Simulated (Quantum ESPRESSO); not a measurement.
Worked example: self-consistent single point of AlCo2O4 (Fd-3m, 14 atoms in the cell) in Quantum ESPRESSO.

Computed with PBEsol+U, PSlibrary PAW (PBE) pseudopotentials (plane waves; Quantum ESPRESSO).

```
CELL_PARAMETERS angstrom
     -4.13502     0.00000     4.13502
      0.00000     4.13502     4.13502
     -4.13502     4.13502     0.00000
ATOMIC_POSITIONS crystal
  Al 0.25000 0.25000 0.25000
  Al 0.00000 0.00000 0.00000
  Co 0.62500 0.62500 0.12500
  Co 0.62500 0.12500 0.62500
  Co 0.62500 0.62500 0.62500
  Co 0.12500 0.62500 0.62500
  O  0.37599 0.87203 0.37599
  O  0.87401 0.87401 0.87401
  O  0.87203 0.37599 0.37599
  O  0.87401 0.87401 0.37797
  O  0.37599 0.37599 0.87203
  O  0.37797 0.87401 0.87401
  O  0.37599 0.37599 0.37599
  O  0.87401 0.37797 0.87401
```
Moments meant for the start (each program seeds them in its own way; μB, in the order of the atoms Al Al Co Co Co Co O O O O O O O O): 0.0 0.0 3.0 3.0 3.0 3.0 0.0 0.0 0.0 0.0 0.0 0.0 0.0 0.0.

Reference input (self-consistent single point, DFT, PBEsol+U, plane waves, PSlibrary PAW (PBE) pseudopotentials): ecutwfc = 55 Ry; ecutrho = 330 Ry; occupations = smearing; smearing = cold; degauss = 0.0099958 Ry; nspin = 2; input_dft = pbesol; K_POINTS = automatic 5 5 5 0 0 0; HUBBARD = ortho-atomic; U Co-3d 3.32 eV; conv_thr = 1e-11 Ry; mixing_beta = 0.2. This run's input differs from it in these lines:

```diff
@@ -15,3 +15,3 @@
  ecutwfc = 55
- ecutrho = 330
+ ecutrho = 110
  occupations = 'smearing'
```

Output, abridged:

```
     Self-consistent Calculation

     iteration #  1     ecut=    55.00 Ry     beta= 0.20

---- Real-time Memory Report at c_bands before calling an iterative solver
           247 MiB given to the printing process from OS
           218 MiB allocation reported by mallinfo(arena+hblkhd)
------------------

     =================== HUBBARD OCCUPATIONS ===================
     ------------------------ ATOM    3 ------------------------
     Tr[ns(  3)] (up, down, total) =   4.98292  1.81521  6.79813
     Atomic magnetic moment for atom   3 =   3.16772
     SPIN  1
     eigenvalues:
       0.996  0.996  0.997  0.998  0.998
     SPIN  2
   [... lines left out ...]
     atom   4 (R=0.103)  charge=  6.4510  magn=  2.7984
     atom   5 (R=0.103)  charge=  6.4510  magn=  2.7984
     atom   6 (R=0.103)  charge=  6.4510  magn=  2.7984
     atom   7 (R=0.090)  charge=  5.0189  magn=  0.2363
     atom   8 (R=0.090)  charge=  5.0189  magn=  0.2363
     atom   9 (R=0.090)  charge=  5.0189  magn=  0.2363
     atom  10 (R=0.090)  charge=  5.0189  magn=  0.2363
     atom  11 (R=0.090)  charge=  5.0189  magn=  0.2363
     atom  12 (R=0.090)  charge=  5.0189  magn=  0.2363
     atom  13 (R=0.090)  charge=  5.0189  magn=  0.2363
     atom  14 (R=0.090)  charge=  5.0189  magn=  0.2363
     End of self-consistent calculation

     the Fermi energy is     8.6217 ev

!    total energy              =   -1045.03471578 Ry
     estimated scf accuracy    <          1.9E-12 Ry
     smearing contrib. (-TS)   =       0.00050261 Ry
     internal energy E=F+TS    =   -1045.03521840 Ry

     Hubbard energy            =       0.38445603 Ry
      -> PAW hartree energy AE =     439.14990949 Ry
      -> PAW hartree energy PS =    -437.59018952 Ry
      -> PAW xc energy AE      =    -668.79861439 Ry
      -> PAW xc energy PS      =     188.97796384 Ry
      -> total E_H with PAW    =     149.56965449 Ry
      -> total E_XC with PAW   =    -673.23435543 Ry

     total magnetization       =    14.00 Bohr mag/cell
     absolute magnetization    =    14.15 Bohr mag/cell

     convergence has been achieved in  25 iterations

   [... lines left out ...]

     Total force =     0.024636     Total SCF correction =     0.000002

          total   stress  (Ry/bohr**3)                   (kbar)     P=      -31.32
  -0.00021289  -0.00000000   0.00000000          -31.32       -0.00        0.00
  -0.00000000  -0.00021289   0.00000000           -0.00      -31.32        0.00
   0.00000000   0.00000000  -0.00021289            0.00        0.00      -31.32

   JOB DONE.
```

The run converged in 25 iterations. Against the reference run the free energy goes down by 30.8 meV/atom, the pressure goes from -6.08 to -3.13 GPa, the largest force goes from 0.266 to 0.224 eV/Å and the size of the net moment stays at 1.00 μB/atom.

The starting cell comes from a database of computed structures (which also holds hypothetical and non-ambient phases and stackings), without a prior relaxation at this level. The magnetic order is the one reached from the typed start; others were not searched systematically. With U or open f shells several self-consistent states can exist.

Cost on one core of a shared machine: roughly 10 min.
